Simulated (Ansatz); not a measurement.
C on the 1x1 (0001) surface of hcp Ru, one in a 2x2 cell, energies for each (25.7 Å²). Energies are against an atom of graphite, without zero-point or thermal terms; each row is named by its start.

Method: PBE (plane waves to 420 eV, PAW; Ansatz, a quantum-chemistry and plane-wave program).

Model: 17-atom slab, 6.3 Å thick at the start under the adsorbate (thin: gaps and levels are the slab's own), 6x6x1 mesh, Fermi-Dirac 0.1 eV, dipole correction, 8 atoms held, the rest relaxed; each run with such symmetry as its start has; spin where the adsorbate may keep a moment, no spin-orbit, no U, no dispersion correction.

A negative adsorption energy means that the adsorbate is more stable on the surface than in its reference. Starts that drift may end in the same place. Heights count from the host atoms within 0.3 Å of the top one.

```
starting site                           E_ads (eV)  height (Å)  nearest host atom (Å)  bonded to  Δ work function (eV)  lateral drift (Å)  moment (μB)
--------------------------------------  ----------  ----------  ---------------------  ---------  --------------------  -----------------  -----------
top Ru                                        2.40        1.68                Ru 1.68         Ru                  0.92                0.0          0.0
hollow Ru-Ru-Ru                               0.83        1.08                Ru 1.93       3 Ru                  0.44                0.0            –
hollow Ru-Ru-Ru over Ru at depth 2.1 Å        0.27        1.03                Ru 1.93       3 Ru                  0.43                0.0            –
bridge Ru-Ru (span 2.7 Å)                     0.27        1.04                Ru 1.93       3 Ru                  0.43                0.8            –
```
